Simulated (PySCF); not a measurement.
PySCF run on BAs (P1, 2 atoms in the cell): self-consistent single point.

Method: PBE, Gaussian basis gth-dzvp-molopt-sr, GTH pseudopotentials gth-pbe, FFT density fitting with multigrid in PySCF 2.14.0.

The change in words: lattice scaled by 0.98. Reference geometry:
```yaml
crystal:
  lattice:
    - [0.00000, 2.40963, 2.40963]
    - [2.40963, 0.00000, 2.40963]
    - [2.40963, 2.40963, 0.00000]
  atoms:
    - { symbol: B, position: [0.25612, 0.24935, 0.24682] }
    - { symbol: As, position: [0.99388, 0.00064, 0.00318] }
```

Reference input (self-consistent single point, DFT PBE, Gaussian basis gth-dzvp-molopt-sr, GTH pseudopotentials gth-pbe, FFT density fitting with multigrid): cell.basis = gth-dzvp-molopt-sr; cell.pseudo = gth-pbe; cell.ke_cutoff = 60 Ha; make_kpts mesh = 9 9 9; mf.xc = pbe,pbe; solver class = KRKS; density fitting = multigrid_numint; mf.conv_tol = 1e-08 Ha; mf.max_cycle = 30. This run's input differs from it in these lines:

```diff
@@ -4,5 +4,5 @@
 cell = gto.Cell()
-cell.a = np.array([[0, 2.409625, 2.409625],
-              [2.409625, 0, 2.409625],
-              [2.409625, 2.409625, 0]])
+cell.a = np.array([[0, 2.361433, 2.361433],
+              [2.361433, 0, 2.361433],
+              [2.361433, 2.361433, 0]])
 cell.atom = '''
```

Output (repeated stretches shortened):

```
init E= -9.15376878053583
  HOMO = 0.334696600603  LUMO = 0.376931576915  gap/eV = 1.14927
cycle= 1 E= -9.13876189939332  delta_E= 0.015  |g|= 2.16  |ddm|= 67.8
  HOMO = 0.347552220504  LUMO = 0.382613003374  gap/eV = 0.95405
cycle= 2 E= -9.13768088860471  delta_E= 0.00108  |g|= 2.57  |ddm|= 11.9
  HOMO = 0.342306560598  LUMO = 0.380614681374  gap/eV = 1.04242
cycle= 3 E= -9.14124079943659  delta_E= -0.00356  |g|= 0.0122  |ddm|= 6.48
  HOMO = 0.342124150477  LUMO = 0.380527830076  gap/eV = 1.04502
cycle= 4 E= -9.14124087587705  delta_E= -7.64e-08  |g|= 0.00256  |ddm|= 0.0568
  HOMO = 0.342155518137  LUMO = 0.380536732668  gap/eV = 1.04441
cycle= 5 E= -9.14124087972256  delta_E= -3.85e-09  |g|= 0.00036  |ddm|= 0.00842
  HOMO = 0.342154830684  LUMO = 0.380537283436  gap/eV = 1.04444
cycle= 6 E= -9.14124087980104  delta_E= -7.85e-11  |g|= 2.29e-05  |ddm|= 0.000821
  HOMO = 0.34215464053  LUMO = 0.380537215414  gap/eV = 1.04444
nelec by numeric integration = 8.000000000000005
Extra cycle  E= -9.14124087980121  delta_E= -1.65e-13  |g|= 1.75e-05  |ddm|= 9.79e-05
converged SCF energy = -9.14124087980121
electrons per cell = 8.000000
highest filled level = 0.342155 Ha, lowest empty level = 0.380537 Ha
```

The run converged in 6 iterations. Against the reference run the free energy rises by 22.8 meV/atom and the gap on the mesh goes from 1.115 to 1.044 eV.

The starting cell comes from a database of computed structures (which also holds hypothetical and non-ambient phases and stackings), without a prior relaxation at this level. Its atoms were displaced at random from the sites of space group no. 216. For this run, on top of that: lattice scaled by 0.98. Values carry the incompleteness of an atom-centred basis.

Cost on one core of a shared machine: roughly 3 min.
